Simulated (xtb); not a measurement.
xtb 6.7.1, GFN2-xTB: Ni(OH)2(en) ([OH][Ni]1([OH])<-[NH2]CC[NH2]->1), 17 atoms. The geometry is a generated start, not checked to be a minimum at this level.

- method: GFN2-xTB
- --acc: 1 (default)
- --etemp (K): 300 (default)
- detailed input (--input): none: ANC optimiser, Lindh (1995) Hessian, microcycle=20, maxdispl=1.0, hlow=0.01 (default)
- basis functions: 44
- valence electrons: 50

```xyz
17

Ni    -1.1585     0.3181     0.0712
O     -2.6811    -0.6296     0.2157
H     -3.5028    -0.1314     0.1840
O     -1.9916     1.9080     0.1896
H     -2.9156     1.8905     0.4638
C      1.3280    -1.0757    -0.4240
C      1.6994     0.2580     0.2335
N      0.6421     1.2107    -0.0946
N     -0.0537    -1.3759    -0.0557
H      2.0319    -1.8635    -0.1228
H      1.3797    -0.9643    -1.5110
H      2.6929     0.5876    -0.0975
H      1.7223     0.1283     1.3187
H      0.7055     1.4979    -1.0695
H      0.6879     2.0549     0.4698
H     -0.1102    -1.7429     0.8936
H     -0.4762    -2.0708    -0.6648
```

Charge 0 and multiplicity 1 are set for this test and not shown to be the ground state.

The structure is relaxed from this start with --opt LEVEL for the levels crude, sloppy, loose, lax, normal, tight, vtight, extreme, once each. Up to the end of the extreme run atoms move by at most 0.20 Å along an axis.

**Question.** What is the loosest level that ends within 1 meV of the extreme run, and how many cycles does it take?

**Answer.** lax: 7 cycles against 15, ending 0.55 meV above.

```tsv
level	cycles	energy above the extreme run (meV)	gradient norm (eV/Å)
crude	1	6.7	0.20
sloppy	1	6.7	0.20
loose	1	6.7	0.20
lax	7	0.55	0.10
normal	10	0.050	0.029
tight	11	0.024	0.011
vtight	14	under 0.01	0.0029
extreme	15	—	0.0026
```
